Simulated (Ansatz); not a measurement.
The reference is Co in the hcp (Mg type) structure (space group P6_3/mmc, No. 194; a = 2.494 Å, c = 4.037 Å; ferromagnetic; relaxed with 0.1 eV smearing). Axes: x lies along a and z along c of the hexagonal cell.

All numbers come from PBE, PAW, 420 eV (Ansatz, a program for electronic structure; scalar-relativistic without spin-orbit coupling), earlier PAW set.

Before the change:

| Item | Value |
|---|---|
| Largest site moment | 1.69 μB |

One thing is altered: biaxial strain +3.21 %, plane normal [001], relaxed out of plane (Cartesian); in-plane vectors clamped, the third vector and the atoms free.

### Question
How does this affect the ratio −ε⊥/ε∥ and largest site moment?

### Answer
The ratio −ε⊥/ε∥ is 0.57; the largest site moment is nearly the same (1.69 μB against 1.71 μB).

The magnetic state is the one reached from the starting moments; the real material's order can differ, and small cells can't hold many antiferromagnetic ones. Whether these cells are dynamically stable was not tested.
